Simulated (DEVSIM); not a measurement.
Device: Ni/SiO2/p-Si capacitor, at 300 K.

| layer (left to right) | material | thickness (nm) | Na (cm⁻³) |
|---|---|---|---|
| 1 | SiO2 | 14.0 | - |
| 2 | Si | 3800 | 2.3e16 |

Metal gate on the left, work function 5.1 eV. Fixed charge at the semiconductor interface -8.4e11 cm⁻² (in units of +e); no interface traps.

This is a model device: material constants are rounded textbook-type values typed into the input, and sizes, dopings and lifetimes were drawn at random. Values at 300 K.

```
parameter      SiO2       Si
-------------  ----  -------
gap (eV)          9    1.124
affinity (eV)   0.9     4.05
permittivity    3.9     11.7
Nc (cm⁻³)         -  2.86e19
Nv (cm⁻³)         -   3.1e19
```

Simulated with DEVSIM: 1D Poisson equation in equilibrium, Boltzmann statistics, complete ionisation; no quantum confinement or tunnelling. Metal contacts follow the ideal Schottky-Mott rule: no Fermi-level pinning, no interface dipoles.

Problem. Tabulate band edges, carrier densities and field at -0.7 V on the gate.

Solution. Energies count from the Fermi level of the right contact; mesh points crowd at the junctions.

```csv
x (μm),Ec (eV),Ev (eV),n (cm⁻³),p (cm⁻³),field (V/cm)
0.000,4.900,-4.100,< 1e2,< 1e2,-470000
0.001431,4.833,-4.167,< 1e2,< 1e2,-470000
0.004167,4.705,-4.295,< 1e2,< 1e2,-470000
0.009062,4.476,-4.524,< 1e2,< 1e2,-470000
0.01290,4.296,-4.704,< 1e2,< 1e2,-470000
0.01412,1.092,-0.032,< 1e2,9.0e18,-270000
0.01584,1.060,-0.064,< 1e2,2.6e18,-140000
0.02201,1.010,-0.114,300,3.8e17,-49000
0.03351,0.976,-0.148,1200,1.0e17,-19000
0.06107,0.949,-0.175,3200,3.6e16,-4700
0.1216,0.939,-0.185,4800,2.4e16,-430
0.3455,0.938,-0.186,5100,2.3e16,≈ 0
0.7888,0.938,-0.186,5100,2.3e16,≈ 0
1.823,0.938,-0.186,5100,2.3e16,≈ 0
3.127,0.938,-0.186,5100,2.3e16,≈ 0
3.520,0.938,-0.186,5100,2.3e16,≈ 0
3.689,0.938,-0.186,5100,2.3e16,≈ 0
3.759,0.938,-0.186,5100,2.3e16,≈ 0
3.797,0.938,-0.186,5100,2.3e16,≈ 0
3.807,0.938,-0.186,5100,2.3e16,≈ 0
3.812,0.938,-0.186,5100,2.3e16,≈ 0
3.814,0.938,-0.186,5100,2.3e16,≈ 0
```
